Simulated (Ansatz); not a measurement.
Here is the system:

```
CELL_PARAMETERS angstrom
      3.03206     0.00000     0.00000
     -1.51603     2.73582     0.00000
      0.00000     0.00000     5.00010
ATOMIC_POSITIONS crystal
  Hf 0.33840 0.67680 0.75000
  Hf 0.66160 0.32320 0.25000
```

No spin polarisation.

Method: PBEsol, PAW, 420 eV (Ansatz, a first-principles code; no SOC). Γ-centred 17×17×9 mesh, Fermi–Dirac width 0.05 eV.

Q: Predict the pressure, band gap and space group.

A: Pressure (mean of the normal stresses, compression positive): 4.9 GPa
Band gap: zero
Space group: Cmcm (No. 63)

The cells carry an imposed strain or load. Whether these cells are dynamically stable was not tested. All final runs are without spin polarisation. The cell was made from Hf in the hcp (Mg type) structure (space group P6_3/mmc, No. 194) by this change: uniaxial strain ε_xx = −4.02 %.
